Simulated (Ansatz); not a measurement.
A computed series for Al: response to strain

Start from Al in the fcc (Cu type) structure (space group Fm-3m, No. 225; a = 4.015 Å; relaxed with 0.1 eV smearing). Axes: x, y, z lie along the cube axes.

Strains are applied to the cell and any free atomic positions relax; under biaxial strain the out-of-plane vector relaxes too.

All numbers come from PBEsol (Ansatz, a quantum-chemistry and plane-wave program; PAW; 420 eV plane waves; without spin-orbit coupling).

Notes on the quantities. energy relative to the base: free energy F.

```tsv
biaxial strain, plane normal [001], relaxed out of plane (%)	energy relative to the base (meV/atom)
-3	11.4
-2.5	7.5
-2	4.6
-1.5	2.5
-1	?
-0.5	0.3
0	0.0
```

### Question
Fit ΔE = Aε² + Bε³ (ε in %) to the rows shown and predict the withheld row.

### Answer
Least squares on the printed values gives A = 0.925 and B = -0.11 meV/atom (largest residual 0.1 meV/atom); this predicts 1.0 meV/atom, and the run gives 1.1 meV/atom, in agreement.

Whether these cells are dynamically stable was not tested.
